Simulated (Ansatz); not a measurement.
Defect migration in rutile SnO2: O vacancy, charge state +2. The step: a nearby O atom hops onto the vacant site; the atom moves 2.78 Å along (0.10, -0.47, -0.48) of the unit cell; the moving atom starts with neighbours O at 2.68; Sn at 2.06, Sn at 2.11, Sn at 2.15 Å and ends with O at 2.60; Sn at 2.06, Sn at 2.11, Sn at 2.13 Å. DFT values are from Ansatz (plane-wave PAW, 420 eV unless said) in a cell of 72 host sites, spin-restricted, static, with no finite-size correction. The charge state is imposed; whether it is stable for some Fermi level was not computed. Forms of the defect that were not tried may lie lower. For the PBE band: the saddle point's order was not checked.

| Level | Forward barrier (eV) | Cost of the band or of the saddle's single point |
|---|---|---|
| CHGNet universal potential (has no charge state), its own band | 0.98 | - |
| PBE, one k-point at (0.250, 0.250, 0.250), band relaxed | 1.25 | roughly 30 core-minutes |
| PBE, a 2×2×2 k-point mesh shifted by half a step, same geometries | 1.24 | very roughly 4 core-minutes |
| r2SCAN at 500 eV, one k-point at (0.250, 0.250, 0.250), same geometries | [?] | very roughly 2.5 core-minutes |

**Question.** Some entries are withheld; supply them.

**Answer.** 
- r2SCAN at 500 eV, one k-point at (0.250, 0.250, 0.250), same geometries, Forward barrier (eV): 1.42

Ansatz is a quantum-chemistry and plane-wave program.
